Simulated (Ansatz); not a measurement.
Start from HfO$_{2}$ (space group P4_2/nmc, No. 137).

```cif
data_Hf2O4
_chemical_formula_sum 'Hf2 O4'
_space_group_name_H-M_alt 'P42/nmc :1'
_space_group_IT_number 137
_space_group_name_Hall 'P 4n 2n -1n'
_cell_length_a 3.60482
_cell_length_b 3.60482
_cell_length_c 5.26502
_cell_angle_alpha 90.000
_cell_angle_beta 90.000
_cell_angle_gamma 90.000
loop_
_space_group_symop_operation_xyz
  'x, y, z'
  '-y+1/2, x+1/2, z+1/2'
  '-x, -y, z'
  'y+1/2, -x+1/2, z+1/2'
  'x+1/2, -y+1/2, -z+1/2'
  '-y, -x, -z'
  '-x+1/2, y+1/2, -z+1/2'
  'y, x, -z'
  '-x+1/2, -y+1/2, -z+1/2'
  'y, -x, -z'
  'x+1/2, y+1/2, -z+1/2'
  '-y, x, -z'
  '-x, y, z'
  'y+1/2, x+1/2, z+1/2'
  'x, -y, z'
  '-y+1/2, -x+1/2, z+1/2'
loop_
_atom_site_label
_atom_site_type_symbol
_atom_site_symmetry_multiplicity
_atom_site_Wyckoff_symbol
_atom_site_fract_x
_atom_site_fract_y
_atom_site_fract_z
_atom_site_occupancy
Hf1 Hf 2 a 0.00000 0.00000 0.00000 1
O1 O 4 d 0.00000 0.50000 0.19324 1
```

Calculations: Ansatz (a first-principles code), PBE, PAW, cutoff 420 eV, no SOC, earlier PAW set.

One change was made to it. Results:

```tsv
quantity	base	after
c/a ratio	1.461	1.416
lattice parameter a	3.605 Å	3.431 Å
gap character	indirect, Z → Γ	indirect, M → Γ
electron mass	1.0 mₑ along c, 0.88 mₑ across (at Γ)	1.0 mₑ along c, 0.68 mₑ across (at Γ)
band gap	4.67 eV	4.20 eV
```

Name the change that was made.
(A) pressure 3 GPa
(B) pressure −1 GPa
(C) pressure 50 GPa
(D) pressure −2 GPa

C, pressure 50 GPa. For comparison, the band gap in the other runs: pressure 3 GPa gives 4.67 eV; pressure −2 GPa gives 4.67 eV; pressure −1 GPa gives 4.67 eV.

With Hf present, leaving out spin-orbit coupling can change the band edges. Load acts through the strain it causes; cell and atoms are relaxed under it. Masses are band curvatures over ±0.01 Å⁻¹ around the edge. No phonon test of stability was made. Competing high-pressure phases were not computed. This is not the structure that HfO2 has at room temperature and ambient pressure.
